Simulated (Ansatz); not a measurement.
**CuI (space group P-3m1, No. 164; a cell from a computed database, its experimental status unchecked; layered, stacked along the Cartesian z axis)**

```xyz
4
Lattice="4.0949 0.0000 0.0000 -2.0474 3.5463 0.0000 0.0000 0.0000 7.2120" Properties=species:S:1:pos:R:3 pbc="T T T"
Cu     2.0474     1.1821     4.2738
Cu     0.0000     2.3642     2.9382
I      0.0000     2.3642     5.5128
I      2.0474     1.1821     1.6992
```

Level of theory: r2SCAN+rVV10 (Ansatz, a quantum-chemistry and plane-wave program), no spin-orbit coupling. Γ-centred 9×9×5 mesh, Fermi–Dirac width 0.05 eV.

```yaml
volume_per_atom: 26.18 Å³
density: 6.04 g/cm³
band_gap: 2.09 eV, direct at Γ
electron_mass: 0.18 mₑ along c, 0.28 mₑ across
total_energy: -7078.248 eV/atom (σ→0; compares only within this code and set-up)
```

With I present, leaving out spin-orbit coupling can change the band edges. Masses are band curvatures over ±0.01 Å⁻¹ around the edge. No phonon test of stability was made. All final runs are without spin polarisation. This is not the structure that CuI has at room temperature and ambient pressure.
